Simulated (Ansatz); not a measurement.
## NaF: strain along the normal

NaF (rock salt, Fm-3m, 12.399 Å³/atom at rest) under an equal strain ε in the (001) plane with the normal axis free, as in a coherent film. PBEsol in Ansatz, a plane-wave DFT program (PAW, default set), 420 eV, 12×12×12 Γ-centred mesh, Fermi-Dirac smearing 0.05 eV; ions are relaxed within the symmetry of each cell.

Here s stands for strain and y for normal strain.

```
strain (%)  normal strain (%)
----------  -----------------
-1.50                    0.68
-1.00                    0.45
-0.50                    0.22
0.00                     0.00
0.50                    -0.22
1.00                    -0.44
1.50                    -0.64
3.00                        ?
```

Q: Fit y against s with a straight line, and predict the withheld value at s = 3.00.

A: Means: s 0, y 0.007. About the means, the sum of products is -3.0900 and the sum of squares of s is 7.0000; the slope is their ratio. Least squares gives y = 0.007 - 0.4414·s. Residuals (row less fit): 0.011, 0.002, -0.008, -0.007, -0.006, -0.006, 0.015; standard error 0.010 (degrees of freedom: 5). The slope, -0.44 ± 0.00, is the elastic response of the normal axis, −2C12/C11 for this plane. At the withheld row, y = 0.007 - 0.4414 × 3.0 = -1.317%. The calculation gives -1.23%, 0.087% above the prediction (4.6 % of the range of y in the table). The row lies outside the fitted rows, so this is an extrapolation. From the scatter of the fitted rows alone, a prediction at this place has a standard error of 0.016%, so the miss is 5.4 times that.

One order more, fitted to all 13 runs of the series, follows each within 0.01, so the miss is the next term of a smooth law. Rows are the converged runs of the series near zero and its far end; series whose fitted rows scatter by over a few per cent of the range, as at a crossing or softening among them, aren't shown in this form. Most that stay on the fit to the last digits aren't either.
